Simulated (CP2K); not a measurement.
**A self-consistent single point of TiO2 (I4_1/amd, 6 atoms in the cell) with CP2K**

Method: LDA (Pade form), GPW, DZVP-MOLOPT-SR-GTH basis, GTH-PADE potentials (GTH_POTENTIALS) (CP2K).

Input as run:

```
&GLOBAL
  PROJECT run
  RUN_TYPE ENERGY_FORCE
  PRINT_LEVEL MEDIUM
&END GLOBAL
&FORCE_EVAL
  METHOD Quickstep
  STRESS_TENSOR ANALYTICAL
  &DFT
    BASIS_SET_FILE_NAME BASIS_MOLOPT
    POTENTIAL_FILE_NAME GTH_POTENTIALS
    &QS
      METHOD GPW
      EPS_DEFAULT 1E-10
    &END QS
    &MGRID
      CUTOFF 600
      REL_CUTOFF 50
      NGRIDS 5
    &END MGRID
    &SCF
      SCF_GUESS ATOMIC
      EPS_SCF 1E-6
      MAX_SCF 100
      ADDED_MOS 9
      &DIAGONALIZATION
        ALGORITHM STANDARD
      &END DIAGONALIZATION
      &MIXING
        METHOD BROYDEN_MIXING
        ALPHA 0.3
        NBUFFER 8
        BETA 1
      &END MIXING
      &SMEAR ON
        METHOD FERMI_DIRAC
        ELECTRONIC_TEMPERATURE [K] 232.09
      &END SMEAR
    &END SCF
    &KPOINTS
      SCHEME MONKHORST-PACK 4 4 4
      GAMMA_CENTERED T
    &END KPOINTS
    &XC
      &XC_FUNCTIONAL PADE
      &END XC_FUNCTIONAL
    &END XC
    &PRINT
      &MO
        EIGENVALUES T
        OCCUPATION_NUMBERS T
        NDIGITS 8
        FILENAME mo
        &EACH
          QS_SCF 0
        &END EACH
        ADD_LAST NUMERIC
      &END MO
      &MULLIKEN ON
      &END MULLIKEN
    &END PRINT
  &END DFT
  &SUBSYS
    &CELL
      A 5.42919500 0.00000000 0.00000000
      B 2.81677600 4.64132800 0.00000000
      C -4.12298500 -2.32066400 2.66301800
      PERIODIC XYZ
    &END CELL
    &COORD
      SCALED
      Ti       0.75000000     0.25000000     0.50000000
      Ti       0.00000000     0.00000000     0.00000000
      O        0.54200000     0.04200000     0.50000000
      O        0.79200000     0.79200000     0.00000000
      O        0.20800000     0.20800000     0.00000000
      O        0.95800000     0.45800000     0.50000000
    &END COORD
    &KIND Ti
      BASIS_SET DZVP-MOLOPT-SR-GTH
      POTENTIAL GTH-PADE-q12
    &END KIND
    &KIND O
      BASIS_SET DZVP-MOLOPT-SR-GTH
      POTENTIAL GTH-PADE-q6
    &END KIND
  &END SUBSYS
  &PRINT
    &FORCES ON
    &END FORCES
    &STRESS_TENSOR ON
    &END STRESS_TENSOR
  &END PRINT
&END FORCE_EVAL
```

The program printed (abridged):

```
 GLOBAL| Method name                                                        CP2K
 GLOBAL| Project name                                                        run
 GLOBAL| Run type                                                   ENERGY_FORCE

 CELL| Volume [angstrom^3]:                                            67.104524
 CELL| Vector a [angstrom]:       5.429     0.000     0.000   |a| =     5.429195
 CELL| Vector b [angstrom]:       2.817     4.641     0.000   |b| =     5.429194
 CELL| Vector c [angstrom]:      -4.123    -2.321     2.663   |c| =     5.429194
 CELL| Angle (b,c), alpha [degree]:                                   139.412222
 CELL| Angle (a,c), beta  [degree]:                                   139.412220
 CELL| Angle (a,b), gamma [degree]:                                    58.746851
 CELL| Numerically orthorhombic:                                              NO
 CELL| Periodicity                                                           XYZ

 DFT| Spin restricted Kohn-Sham (RKS) calculation                            RKS
 DFT| Multiplicity                                                             1
 DFT| Number of spin states                                                    1
 DFT| Charge                                                                   0
 DFT| XC density smoothing                                                  NONE
 DFT| XC derivatives                                                          PW

 QS| Method:                                                                 GPW
 QS| Density plane wave grid type                        NON-SPHERICAL FULLSPACE
 QS| Number of grid levels:                                                    5
 QS| Density cutoff [a.u.]:                                                300.0
 QS| Multi grid cutoff [a.u.]: 1) grid level                               300.0
   [... lines left out ...]
 BRILLOUIN| Wavefunction type                                            COMPLEX
 BRILLOUIN| List of Kpoints [2 Pi/Bohr]                                       36
 BRILLOUIN| Number           Weight            X              Y              Z
 BRILLOUIN|     1           0.03125       -0.25000       -0.25000       -0.25000
 BRILLOUIN|     2           0.03125       -0.25000       -0.25000        0.00000
 BRILLOUIN|     3           0.03125       -0.25000       -0.25000        0.25000
   [... 33 lines left out ...]
 *******************************************************************************

 Extrapolation method: initial_guess

 Re-scaling the density matrix to get the right number of electrons
                  # Electrons              Trace(P)               Scaling factor
                           48                48.000                        1.000

 Number of electrons:                                                         48
 Number of occupied orbitals:                                                 24
 Number of molecular orbitals:                                                33

 Number of orbital functions:                                                104
 Number of independent orbital functions:                                    104
 SCF WAVEFUNCTION OPTIMIZATION

  Step     Update method      Time    Convergence         Total energy    Change
     1 NoMix/Diag. 0.30E+00      -     2.01462193      -181.2453951991 -1.81E+02
     2 Broy./Diag. 0.30E+00      -     0.25140271      -178.7441095552  2.50E+00
     3 Broy./Diag. 0.30E+00      -     0.09285753      -180.9489261853 -2.20E+00
     4 Broy./Diag. 0.30E+00      -     0.04535861      -180.9606798903 -1.18E-02
     5 Broy./Diag. 0.30E+00      -     0.03624168      -180.6777913004  2.83E-01
     6 Broy./Diag. 0.30E+00      -     0.00305418      -180.7820556635 -1.04E-01
     7 Broy./Diag. 0.30E+00      -     0.00477172      -180.8477923032 -6.57E-02
   [... 2 lines left out ...]
    10 Broy./Diag. 0.30E+00      -     0.00008240      -180.8570393717  5.94E-03
    11 Broy./Diag. 0.30E+00      -     0.00007819      -180.8586673948 -1.63E-03
    12 Broy./Diag. 0.30E+00      -     0.00000113      -180.8593333724 -6.66E-04
    13 Broy./Diag. 0.30E+00      -     0.00000142      -180.8593048024  2.86E-05
    14 Broy./Diag. 0.30E+00      -     0.00000029      -180.8592865790  1.82E-05
  *** SCF run converged in    14 steps ***

  Electronic density on regular grids:        -47.9999999942        0.0000000058
  Core density on regular grids:               47.9999999986       -0.0000000014
  Total charge density on r-space grids:        0.0000000044
  Total charge density g-space grids:           0.0000000044

  Overlap energy of the core charge distribution:               0.00000000000019
  Self energy of the core charge distribution:               -377.84592848869613
  Core Hamiltonian energy:                                    100.77319182376691
  Hartree energy:                                             124.44035356137547
  Exchange-correlation energy:                                -28.22690347542894
  Electronic entropic energy:                                  -0.00000000000000
  Fermi energy:                                                 0.23927364795152

  Total energy:                                              -180.85928657898251
  Total energy (extrapolated to T->0):                       -180.85928657898251

                     Mulliken Population Analysis

 #  Atom  Element  Kind  Atomic population                           Net charge
       1     Ti       1         11.016224                              0.983776
       2     Ti       1         11.016224                              0.983776
       3     O        2          6.491888                             -0.491888
       4     O        2          6.491888                             -0.491888
       5     O        2          6.491888                             -0.491888
       6     O        2          6.491888                             -0.491888
 # Total charge                             48.000000                  0.000000

 ENERGY| Total FORCE_EVAL ( QS ) energy [hartree]           -180.859294543803884

 FORCES| Atomic forces [hartree/bohr]
 FORCES|   Atom     x               y               z               |f|
 FORCES|      1 -7.01977458E-08  3.00006172E-08 -1.08888800E-08   7.71124391E-08
 FORCES|      2  7.43489566E-08 -4.16791535E-08  1.02947754E-08   8.58539550E-08
 FORCES|      3  4.09836140E-04  2.30674523E-04  2.22170919E-08   4.70293948E-04
 FORCES|      4  4.09809770E-04  2.30673901E-04 -6.25940058E-09   4.70270663E-04
 FORCES|      5 -4.09813429E-04 -2.30663416E-04 -1.71104062E-08   4.70268709E-04
 FORCES|      6 -4.09829468E-04 -2.30686058E-04  1.74660806E-09   4.70293791E-04
 FORCES| Sum     7.16447073E-09 -1.27289539E-08 -2.11425752E-13
 FORCES| Total atomic force                                       1.46067076E-08

 STRESS| Analytical stress tensor [bar]
 STRESS|                        x                   y                   z
 STRESS|      x       -2.77993229655E+04   5.34775217070E+03   2.96047017592E-01
 STRESS|      y        5.34775217070E+03  -3.42900471868E+04   4.08936173389E-01
 STRESS|      z        2.96047017592E-01   4.08936173389E-01  -3.72997463511E+04
 STRESS| 1/3 Trace                                            -3.31297055011E+04
```

The run converged in 14 iterations.

The starting cell has typed, rounded lattice constants, without a prior relaxation at this level. Its lattice was rescaled by up to half a per cent. Values carry the incompleteness of an atom-centred basis. With a pressure of about -3 GPa the cell is away from its equilibrium volume at this level.

Cost on one core of a shared machine: roughly 2 min.
